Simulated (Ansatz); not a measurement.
Base system: TiB2 (space group P6/mmm, No. 191; a = 3.017 Å, c = 3.185 Å). Axes: x lies along a and z along c of the hexagonal cell.

All numbers come from PBEsol (Ansatz, a first-principles code), scalar-relativistic without spin-orbit coupling, earlier PAW set.

Strains are applied to the cell and any free atomic positions relax.

One change was made to it. Results:

```csv
quantity,base,after
"pressure (mean of the normal stresses, compression positive)",0.0 GPa,9.0 GPa
band gap,zero,zero
energy relative to the base (free energy F),0 meV/atom,+16 meV/atom
```

### Question
Which of these changes matches the shifts?
A) isotropic strain −1.04 %
B) isotropic strain −0.86 %
C) uniaxial strain ε_zz = −3.48 %
D) tensor shear ε_xz = +2.61 %

### Answer
C, uniaxial strain ε_zz = −3.48 %. For comparison, the energy relative to the base in the other runs: isotropic strain −1.04 % gives +7.0 meV/atom; tensor shear ε_xz = +2.61 % gives +20 meV/atom; isotropic strain −0.86 % gives +4.8 meV/atom.

A case with no gap was solved on a k-mesh chosen for an insulator, which is coarse for it. Without a gap, meshes like the base's 13×13×10 leave anisotropic stresses uncertain by several tenths of a GPa, and small strain energies with them. No phonon test of stability was made. The final runs are not spin-polarised.
